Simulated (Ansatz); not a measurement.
HfSiO4 (I4₁/amd, No. 141, 12 atoms in the cell; start mp-4609)

Computed with HSE06 (Ansatz, a first-principles code, PAW).

Run with plane-wave cutoff 500 eV, 6×6×6 k mesh, gaussian smearing 0.02 eV, scalar-relativistic PAW data made under PBE.

Cell (relaxed with r²SCAN):

```cif
data_Hf4O16Si4
_chemical_formula_sum 'Hf4 Si4 O16'
_space_group_name_H-M_alt 'I41/amd :1'
_space_group_IT_number 141
_space_group_name_Hall 'I 4bw 2bw -1bw'
_cell_length_a 6.58194
_cell_length_b 6.58194
_cell_length_c 5.97160
_cell_angle_alpha 90.000
_cell_angle_beta 90.000
_cell_angle_gamma 90.000
loop_
_atom_site_label
_atom_site_type_symbol
_atom_site_symmetry_multiplicity
_atom_site_Wyckoff_symbol
_atom_site_fract_x
_atom_site_fract_y
_atom_site_fract_z
_atom_site_occupancy
Hf1 Hf 4 a 0.00000 0.00000 0.00000 1
Si1 Si 4 b 0.00000 0.00000 0.50000 1
O1 O 16 h 0.31536 0.00000 0.06989 1
```
(The calculation used a cell of 12 atoms; values per cell refer to that cell.)

For HfSiO4 (I4₁/amd, No. 141, 12 atoms in the cell; start mp-4609), the band gap is 7.26 eV (on the SCF k mesh).

Note: cell and atoms aren't relaxed at this level (largest force component 0.10 eV/Å).

Spin–orbit coupling is not included.

Computed values are for the static lattice.

A start named mp-… is a Materials Project structure, which need not be a measured phase.
